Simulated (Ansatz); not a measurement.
## Effect of biaxial strain +2.50 %, plane normal [001], relaxed out of plane on BP

Start from BP in the zinc blende structure (space group F-43m, No. 216; a = 4.491 Å). Axes: x, y, z lie along the cube axes.

Now apply this change: tensile biaxial strain of 2.50 % in the plane normal to [001], as in epitaxy on a mismatched substrate; the out-of-plane cell vector and the atoms relax.

Method: Ansatz (a program for electronic structure), LDA, PAW, cutoff 420 eV, no SOC. Γ-centred 13×13×13 mesh, Fermi–Dirac width 0.05 eV.

The volume per atom goes up by 0.43 Å³ (11.32 Å³ → 11.75 Å³) and the shortest interatomic distance grows by 0.025 Å to 1.969 Å. The energy goes up by 17 meV/atom and the band gap decreases by 0.489 eV, from 1.14 eV to 0.66 eV. The gap character comes out as indirect, Γ → Γ–M (79 % along) and the smallest direct gap drops by 0.42 eV (3.43 eV → 3.01 eV). The electron mass becomes 1.2 mₑ along k, 0.22 mₑ across (off the special points) (base: 1.3 mₑ along k, 0.22 mₑ across (off the special points)) and the valence-band top at Γ (three highest levels, from the VBM) changes from 0.00, 0.00, 0.00 eV to 0.00, -0.34, -0.34 eV. The out-of-plane strain comes out as -1.18 % and the ratio −ε⊥/ε∥ is 0.47. The mean in-plane stress (compression positive) is -9.2 GPa.

Final structure (turned so that z lies along the plane normal):

```yaml
crystal:
  lattice:
    - [3.25466, 0.00000, 0.00000]
    - [0.00000, 3.25466, 0.00000]
    - [1.62733, -1.62733, 2.21869]
  atoms:
    - { symbol: B, position: [0.00000, 0.00000, 0.00000] }
    - { symbol: P, position: [0.75000, 0.75000, 0.50000] }
```

Effective masses come from finite differences of ±0.01 Å⁻¹. Along k means along the line from Γ to the band edge. Whether these cells are dynamically stable was not tested. Labels are those of the standard path for the cell's own space group.
